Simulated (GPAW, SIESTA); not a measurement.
A GPAW input for a self-consistent single point of Cu3Au (Pm-3m, 4 atoms in the cell) (DFT PBE, plane waves, GPAW PAW datasets PBE (gpaw-data 1.0.1)):

```python
from ase import Atoms
from ase.units import GPa
from gpaw import GPAW

atoms = Atoms(['Cu', 'Cu', 'Cu', 'Au'],
              cell=[[3.730967, 0.000000, 0.000000],
                    [0.000000, 3.730967, 0.000000],
                    [0.000000, 0.000000, 3.730967]],
              scaled_positions=[[0.000000, 0.500000, 0.500000],
                                [0.500000, 0.000000, 0.500000],
                                [0.500000, 0.500000, 0.000000],
                                [0.000000, 0.000000, 0.000000]],
              pbc=True)

calc = GPAW(mode={'name': 'pw', 'ecut': 800},
            xc='PBE',
            kpts=(9, 9, 9),
            occupations={'name': 'methfessel-paxton', 'width': 0.272, 'order': 0},
            nbands=-8,
            convergence={'forces': 0.001},
            symmetry={'symmorphic': False, 'tolerance': 0.0005},
            maxiter=150,
            txt='-')

atoms.calc = calc

energy = atoms.get_potential_energy()
print('Energy (eV):', round(energy, 6))
forces = atoms.get_forces()
print('Forces (eV/Ang):')
print(forces.round(5))
stress = atoms.get_stress()
print('Stress (GPa, Voigt):', (stress / GPa).round(4))
```

Q: Translate this input to SIESTA.

A: One input that does it (others would too):

```
# files in the folder: Cu.psml Au.psml (PseudoDojo PBE standard)
SystemName  Cu3Au
SystemLabel siesta

NumberOfAtoms                4
NumberOfSpecies              2
%block ChemicalSpeciesLabel
  1 29 Cu
  2 79 Au
%endblock ChemicalSpeciesLabel
LatticeConstant              1.0 Ang
%block LatticeVectors
     3.730967000    0.000000000    0.000000000
     0.000000000    3.730967000    0.000000000
     0.000000000    0.000000000    3.730967000
%endblock LatticeVectors
AtomicCoordinatesFormat      Ang
%block AtomicCoordinatesAndAtomicSpecies
     0.000000000    1.865483500    1.865483500  1
     1.865483500    0.000000000    1.865483500  1
     1.865483500    1.865483500    0.000000000  1
     0.000000000    0.000000000    0.000000000  2
%endblock AtomicCoordinatesAndAtomicSpecies

XC.functional                GGA
XC.authors                   PBE
PAO.BasisSize                DZP
PAO.EnergyShift              0.01 Ry
MeshCutoff                   300 Ry
%block kgrid.MonkhorstPack
    9   0   0  0.0
    0   9   0  0.0
    0   0   9  0.0
%endblock kgrid.MonkhorstPack
OccupationFunction           MP
OccupationMPOrder            0
ElectronicTemperature        272.0 meV

MaxSCFIterations             150
SCF.Mixer.Method             Broyden
SCF.Mixer.Weight             0.1
SCF.Mixer.History            8
SCF.DM.Tolerance             1.0E-04
Diag.ParallelOverK           true
WriteForces                  true
```

Basis, cutoffs, solver keys and any potentials are the target program's own. This input uses DFT, GGA PBE, numerical atomic orbitals DZP, PseudoDojo PBE standard norm-conserving potentials (rewritten from UPF to PSML). Both were run: pressure 7.65 GPa in GPAW and 5.99 in SIESTA.

On SIESTA: the starting cell comes from a database of computed structures (which also holds hypothetical and non-ambient phases and stackings), without a prior relaxation at this level. Its lattice was rescaled by a random factor within 2.5 % of one. For this run, on top of that: lattice scaled by 0.98. Spin polarisation is off. Values carry the incompleteness of an atom-centred basis. With a pressure of about 6 GPa the cell is away from its equilibrium volume at this level.

On GPAW: the starting cell comes from a database of computed structures (which also holds hypothetical and non-ambient phases and stackings), without a prior relaxation at this level. Its lattice was rescaled by a random factor within 2.5 % of one. For this run, on top of that: lattice scaled by 0.98. Spin polarisation is off. With a pressure of about 8 GPa the cell is away from its equilibrium volume at this level.
